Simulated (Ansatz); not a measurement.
Base system: MoSi2 (space group I4/mmm, No. 139; relaxed with 0.1 eV smearing).

```yaml
crystal:
  lattice:
    - [-1.59504, 1.59504, 3.91100]
    - [1.59504, -1.59504, 3.91100]
    - [1.59504, 1.59504, -3.91100]
  atoms:
    - { symbol: Si, position: [0.66495, 0.66495, 0.00000] }
    - { symbol: Si, position: [0.33505, 0.33505, 0.00000] }
    - { symbol: Mo, position: [0.00000, 0.00000, 0.00000] }
```

Calculations: PBEsol, PAW, 420 eV (Ansatz, a first-principles code; no spin-orbit coupling).

Strains are applied to the cell and any free atomic positions relax.

One change was made to it. Results:

| quantity | base | after |
|---|---|---|
| energy relative to the base (free energy F) | 0 meV/atom | +31 meV/atom |
| pressure (mean of the normal stresses, compression positive) | 0.0 GPa | -11.4 GPa |
| band gap | zero | zero |

**Question.** Name the change that was made.
(A) isotropic strain −1.50 %
(B) isotropic strain +2.00 %
(C) isotropic strain +0.50 %

**Answer.** B, isotropic strain +2.00 %. For comparison, the energy relative to the base in the other runs: isotropic strain +0.50 % gives +2.0 meV/atom; isotropic strain −1.50 % gives +19 meV/atom.

Stability against distortions was not tested. The final runs are not spin-polarised.
